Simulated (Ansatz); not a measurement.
Cost and result by functional for the surface energy of the (100) surface of bcc W in its 1x1 cell (the real clean face reconstructs), outermost plane spacing 1.59 Å in the ideal cut, in Ansatz (plane waves, PAW). Single points on the PBE structure, on one kind of machine; costs are rough ratios of the slab run's core time (references not counted) to the cheapest single point. r2SCAN's cost holds its higher cutoff (500 against 420 eV). Differences are taken against r2SCAN for comparison alone: no measured value is at hand, so the table doesn't rank accuracy.

Model: 7-atom slab, 9.6 Å thick at the start (thin: gaps and levels are the slab's own), 12x12x1 mesh, Fermi-Dirac 0.1 eV, dipole correction, all atoms relaxed; held to the start's symmetry, so lower structures may exist; no spin, no spin-orbit, no U. These notes are the PBE run's.

```
functional                     relative cost  surface energy (J/m²)  less r2SCAN (J/m²)
-----------------------------  -------------  ---------------------  ------------------
LDA                                        1                   4.36               -0.02
PBEsol                                     1                   4.31               -0.07
RPBE                                       1                   3.83               -0.55
r2SCAN                                     2                   4.38                0.00
PBE (the relaxed run's value)              –                   4.00               -0.38
```

The values span 0.55 J/m², while the single points' costs differ by a factor of roughly 2. Differences are of unrounded values.

Ansatz is a quantum-chemistry and plane-wave program.
